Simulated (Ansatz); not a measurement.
For AlAs (model structure, within 0.1 Å of P6₂22, No. 180, 6 atoms in the cell), PBEsol (Ansatz, an electronic-structure program, PAW) gives:

```
Item                                  Value
---------------------------  --------------
equilibrium volume per atom   20.41 Å³/atom
formation enthalpy           -0.281 eV/atom
```

Problem. What does PBE-D3(BJ) (Ansatz, PAW) give for the same quantities?

Solution. 
- equilibrium volume per atom: 20.30 Å³/atom (falls by 0.5 %)
- formation enthalpy: -0.266 eV/atom (moves by +0.015 eV/atom)

Changes are worked out from the printed values.

Unless a cell is named, each level is at its own relaxed cell (PBEsol 20.41, PBE-D3(BJ) 20.30 Å³/atom).

Ansatz's density-functional and Hartree–Fock values are scalar-relativistic unless marked +SOC, with PAW data made under PBE.

A model structure was made by putting elements into a prototype or built by hand; it is no filed structure, need not be a known phase, and can be a saddle point held by its symmetry.
